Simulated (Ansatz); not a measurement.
The parent structure is GaAs in the zinc blende structure (space group F-43m, No. 216).

```
GaAs
1.0
    0.00000     2.83335     2.83335
    2.83335     0.00000     2.83335
    2.83335     2.83335     0.00000
Ga As
1 1
Direct
  0.00000   0.00000   0.00000
  0.25000   0.25000   0.25000
```

Computed with plane-wave PAW DFT at the r2SCAN level (Ansatz, a program for electronic structure, 500 eV), spin-orbit coupling left out.

Strains are applied to the cell and any free atomic positions relax.

One change was made to it. Results:

```tsv
quantity	base	after
energy relative to the base (free energy F)	0 meV/atom	+20 meV/atom
hole mass (degenerate bands, along [100])	0.050, 0.34, 0.34 mₑ (at Γ)	0.071, 0.32, 0.32 mₑ (at Γ)
electron mass	0.051 mₑ (at Γ)	0.072 mₑ (at Γ)
valley order (the lowest conduction-band minima on the path, energy above the VBM, named in the base's zone)	Γ 0.96 eV; L along ⟨111⟩ 1.35 eV; a point along ⟨100⟩, about 1.0 Å⁻¹ from Γ 1.72 eV	Γ 1.46 eV; L along ⟨111⟩ 1.54 eV; a point along ⟨100⟩, about 1.0 Å⁻¹ from Γ 1.62 eV
```

### Question
Which of these changes matches the shifts?
A. isotropic strain −3.00 %
B. isotropic strain −2.50 %
C. isotropic strain −2.00 %
D. isotropic strain −1.00 %

### Answer
C, isotropic strain −2.00 %. For comparison, the valley order in the other runs: isotropic strain −2.50 % gives Γ 1.59 eV; L along ⟨111⟩ 1.59 eV; a point along ⟨100⟩, about 1.0 Å⁻¹ from Γ 1.60 eV; isotropic strain −1.00 % gives Γ 1.21 eV; L along ⟨111⟩ 1.45 eV; a point along ⟨100⟩, about 1.0 Å⁻¹ from Γ 1.67 eV; isotropic strain −3.00 % gives a point along ⟨100⟩, about 1.0 Å⁻¹ from Γ 1.57 eV; L along ⟨111⟩ 1.64 eV; Γ 1.72 eV.

The levels and masses belong to the bands next to the band gap. Masses are band curvatures over ±0.01 Å⁻¹ around the edge. No phonon test of stability was made.
